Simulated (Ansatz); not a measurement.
The starting structures come from a database of crystals and need not be the phases stable at ambient conditions.

By PBEsol, the system below comes out a metal.

The ballistic (Sharvin) conductance counts the channels at the Fermi level: G/A = (e²/h) × channels of both spins per area.

Given:

```
Ni3Ge
1.0
    3.53033     0.00000     0.00000
    0.00000     3.53033     0.00000
    0.00000     0.00000     3.53033
Ni Ge
3 1
Cartesian
  1.76517   0.00000   1.76517
  0.00000   1.76517   1.76517
  1.76517   1.76517   0.00000
  0.00000   0.00000   0.00000
```

The cell is taken as given; by PBEsol it stands under a pressure of -1.0 GPa.

The current flows along the normal of the first two printed cell vectors, the (001) plane of the conventional cell. No spin-orbit coupling; the value is a mean over 0.1 eV about the Fermi level.

Give the ballistic conductance per area that Ansatz (a first-principles code) with PBEsol yields.

0.24 × 10¹⁵ S/m² for both spins.
